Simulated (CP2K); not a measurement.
# CP2K run on TiFeH₂ (Pmc2_1, 8 atoms in the cell): self-consistent single point

Level of theory: LDA (Pade form), GPW, DZVP-MOLOPT-SR-GTH basis, GTH-PADE potentials (GTH_POTENTIALS) in CP2K 2026.2.

Input as run:

```
&GLOBAL
  PROJECT run
  RUN_TYPE ENERGY_FORCE
  PRINT_LEVEL MEDIUM
&END GLOBAL
&FORCE_EVAL
  METHOD Quickstep
  STRESS_TENSOR ANALYTICAL
  &DFT
    BASIS_SET_FILE_NAME BASIS_MOLOPT
    POTENTIAL_FILE_NAME GTH_POTENTIALS
    &QS
      METHOD GPW
      EPS_DEFAULT 1E-10
    &END QS
    &MGRID
      CUTOFF 600
      REL_CUTOFF 40
      NGRIDS 5
    &END MGRID
    &SCF
      SCF_GUESS ATOMIC
      EPS_SCF 1E-6
      MAX_SCF 100
      ADDED_MOS 11
      &DIAGONALIZATION
        ALGORITHM STANDARD
      &END DIAGONALIZATION
      &MIXING
        METHOD BROYDEN_MIXING
        ALPHA 0.2
        NBUFFER 10
      &END MIXING
      &SMEAR ON
        METHOD GAUSSIAN
        SIGMA [eV] 0.1
      &END SMEAR
    &END SCF
    &KPOINTS
      SCHEME MONKHORST-PACK 8 5 5
      GAMMA_CENTERED T
    &END KPOINTS
    &XC
      &XC_FUNCTIONAL PADE
      &END XC_FUNCTIONAL
    &END XC
    &PRINT
      &MO
        EIGENVALUES T
        OCCUPATION_NUMBERS T
        NDIGITS 8
        FILENAME mo
        &EACH
          QS_SCF 0
        &END EACH
        ADD_LAST NUMERIC
      &END MO
      &MULLIKEN ON
      &END MULLIKEN
    &END PRINT
  &END DFT
  &SUBSYS
    &CELL
      A 2.80811000 0.00000000 0.00000000
      B 0.00000000 4.73793100 0.00000000
      C 0.00000000 0.00000000 4.55451200
      PERIODIC XYZ
    &END CELL
    &COORD
      SCALED
      Ti       0.50000000     0.29982000     0.28994000
      Ti       0.50000000     0.70018000     0.78994000
      Fe       0.00000000     0.18703000     0.78968000
      Fe       0.00000000     0.81297000     0.28968000
      H        0.50000000     0.93246000     0.44952000
      H        0.50000000     0.06754000     0.94952000
      H        0.00000000     0.47856000     0.55285000
      H        0.00000000     0.52144000     0.05285000
    &END COORD
    &KIND Ti
      BASIS_SET DZVP-MOLOPT-SR-GTH-q12
      POTENTIAL GTH-PADE-q12
    &END KIND
    &KIND Fe
      BASIS_SET DZVP-MOLOPT-SR-GTH-q16
      POTENTIAL GTH-PADE-q16
    &END KIND
    &KIND H
      BASIS_SET DZVP-MOLOPT-SR-GTH-q1
      POTENTIAL GTH-PADE-q1
    &END KIND
  &END SUBSYS
  &PRINT
    &FORCES ON
    &END FORCES
    &STRESS_TENSOR ON
    &END STRESS_TENSOR
  &END PRINT
&END FORCE_EVAL
```

Log, with long lists cut:

```
 GLOBAL| Method name                                                        CP2K
 GLOBAL| Project name                                                        run
 GLOBAL| Run type                                                   ENERGY_FORCE

 CELL| Volume [angstrom^3]:                                            60.596103
 CELL| Vector a [angstrom]:       2.808     0.000     0.000   |a| =     2.808110
 CELL| Vector b [angstrom]:       0.000     4.738     0.000   |b| =     4.737931
 CELL| Vector c [angstrom]:       0.000     0.000     4.555   |c| =     4.554512
 CELL| Angle (b,c), alpha [degree]:                                    90.000000
 CELL| Angle (a,c), beta  [degree]:                                    90.000000
 CELL| Angle (a,b), gamma [degree]:                                    90.000000
 CELL| Numerically orthorhombic:                                             YES
 CELL| Periodicity                                                           XYZ

 DFT| Spin restricted Kohn-Sham (RKS) calculation                            RKS
 DFT| Multiplicity                                                             1
 DFT| Number of spin states                                                    1
 DFT| Charge                                                                   0
 DFT| XC density smoothing                                                  NONE
 DFT| XC derivatives                                                          PW

 QS| Method:                                                                 GPW
 QS| Density plane wave grid type                        NON-SPHERICAL FULLSPACE
 QS| Number of grid levels:                                                    5
 QS| Density cutoff [a.u.]:                                                300.0
 QS| Multi grid cutoff [a.u.]: 1) grid level                               300.0
   [... lines left out ...]
 BRILLOUIN| Wavefunction type                                            COMPLEX
 BRILLOUIN| List of Kpoints [2 Pi/Bohr]                                      101
 BRILLOUIN| Number           Weight            X              Y              Z
 BRILLOUIN|     1           0.01000       -0.37500       -0.40000       -0.40000
 BRILLOUIN|     2           0.01000       -0.37500       -0.40000       -0.20000
 BRILLOUIN|     3           0.01000       -0.37500       -0.40000        0.00000
   [... 98 lines left out ...]
 *******************************************************************************

 Extrapolation method: initial_guess

 Re-scaling the density matrix to get the right number of electrons
                  # Electrons              Trace(P)               Scaling factor
                           60                60.000                        1.000

 Number of electrons:                                                         60
 Number of occupied orbitals:                                                 30
 Number of molecular orbitals:                                                41

 Number of orbital functions:                                                124
 Number of independent orbital functions:                                    124
 SCF WAVEFUNCTION OPTIMIZATION

  Step     Update method      Time    Convergence         Total energy    Change
     1 NoMix/Diag. 0.20E+00      -     1.88555210      -366.9318503810 -3.67E+02
     2 Broy./Diag. 0.20E+00      -     0.76621663      -363.0673728456  3.86E+00
     3 Broy./Diag. 0.20E+00      -     0.60113217      -376.9709203996 -1.39E+01
     4 Broy./Diag. 0.20E+00      -     0.06001646      -366.4682673380  1.05E+01
     5 Broy./Diag. 0.20E+00      -     0.04812688      -366.0601876069  4.08E-01
     6 Broy./Diag. 0.20E+00      -     0.02860862      -365.7795124864  2.81E-01
     7 Broy./Diag. 0.20E+00      -     0.00417359      -365.6617160546  1.18E-01
   [... 6 lines left out ...]
    14 Broy./Diag. 0.20E+00      -     0.00001393      -365.8181298390  1.92E-05
    15 Broy./Diag. 0.20E+00      -     0.00000520      -365.8182091488 -7.93E-05
    16 Broy./Diag. 0.20E+00      -     0.00000244      -365.8181649928  4.42E-05
    17 Broy./Diag. 0.20E+00      -     0.00000124      -365.8181674159 -2.42E-06
    18 Broy./Diag. 0.20E+00      -     0.00000027      -365.8181661562  1.26E-06
  *** SCF run converged in    18 steps ***

  Electronic density on regular grids:        -59.9999999989        0.0000000011
  Core density on regular grids:               59.9999999980       -0.0000000020
  Total charge density on r-space grids:       -0.0000000009
  Total charge density g-space grids:          -0.0000000009

  Overlap energy of the core charge distribution:               0.00000000000027
  Self energy of the core charge distribution:               -620.64153544542944
  Core Hamiltonian energy:                                    168.35135604187420
  Hartree energy:                                             128.48474075077266
  Exchange-correlation energy:                                -42.01185794006848
  Smearing free energy correction:                             -0.00086956305973
  Fermi energy:                                                 0.44401314849390

  Total energy:                                              -365.81816615624433
  Total energy (extrapolated to sigma->0):                   -365.81773137471447

                     Mulliken Population Analysis

 #  Atom  Element  Kind  Atomic population                           Net charge
       1     Ti       1         11.953768                              0.046232
       2     Ti       1         11.953768                              0.046232
       3     Fe       2         16.103229                             -0.103229
       4     Fe       2         16.103229                             -0.103229
       5     H        3          0.974183                              0.025817
       6     H        3          0.974183                              0.025817
       7     H        3          0.968820                              0.031180
       8     H        3          0.968821                              0.031179
 # Total charge                             60.000000                  0.000000

 ENERGY| Total FORCE_EVAL ( QS ) energy [hartree]           -365.818165371061411

 FORCES| Atomic forces [hartree/bohr]
 FORCES|   Atom     x               y               z               |f|
 FORCES|      1 -4.96048320E-12 -2.37724822E-03  5.29053681E-04   2.43540693E-03
 FORCES|      2 -4.70154562E-12  2.37724905E-03  5.29057944E-04   2.43540867E-03
 FORCES|      3  3.36660253E-09  8.23810053E-04  7.37882599E-04   1.10595377E-03
 FORCES|      4  3.36692855E-09 -8.23815163E-04  7.37807212E-04   1.10590728E-03
 FORCES|      5 -1.21424282E-11 -2.30427250E-03 -1.52522224E-03   2.76332673E-03
 FORCES|      6 -1.21982102E-11  2.30427502E-03 -1.52522004E-03   2.76332762E-03
 FORCES|      7  6.68724625E-12  7.07276955E-04  2.67988974E-04   7.56345676E-04
 FORCES|      8  6.71247544E-12 -7.07275189E-04  2.67999998E-04   7.56347931E-04
 FORCES| Sum     6.71292814E-09  8.11894302E-12  1.93481259E-05
 FORCES| Total atomic force                                       1.93481271E-05

 STRESS| Analytical stress tensor [bar]
 STRESS|                        x                   y                   z
 STRESS|      x       -1.23660184418E+05  -9.30016514491E-08  -1.55079257214E-03
 STRESS|      y       -9.30016514491E-08  -1.22607362978E+05   5.78448472772E-03
 STRESS|      z       -1.55079257214E-03   5.78448472772E-03  -1.16639697413E+05
 STRESS| 1/3 Trace                                            -1.20969081603E+05
```

The run converged in 18 iterations.

The starting cell comes from a database of computed structures (which also holds hypothetical and non-ambient phases and stackings), without a prior relaxation at this level. Its lattice was rescaled by a random factor within 2.5 % of one. Spin polarisation is off. Values carry the incompleteness of an atom-centred basis. With a pressure of about -12 GPa the cell is away from its equilibrium volume at this level.

Cost on one core of a shared machine: roughly 70 s.
